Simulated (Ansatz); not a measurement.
Here is the system:

```xyz
2
Lattice="0.0000 2.9108 2.9108 2.9108 0.0000 2.9108 2.9108 2.9108 0.0000" Properties=species:S:1:pos:R:3 pbc="T T T"
P      4.3661     4.3661     4.3661
In     0.0000     0.0000     0.0000
```

No spin polarisation.

The values are results of Kohn–Sham DFT with the PBE functional, run in Ansatz (a program for electronic structure) with PAW and 420 eV plane waves, no spin-orbit coupling, earlier PAW set, not measurements. k-mesh 10×10×10 (Γ-centred); smearing 0.05 eV (Fermi–Dirac).

**Question.** Predict the width of the top valence band, space group and band gap.

**Answer.** The width of the top valence band is 3.00 eV and the space group is F-43m (No. 216). The band gap comes out as 0.82 eV.

The cells carry an imposed strain or load. Stability against distortions was not tested. The cell was made from InP in the zinc blende structure (space group F-43m, No. 216) by this change: isotropic strain −2.32 %.
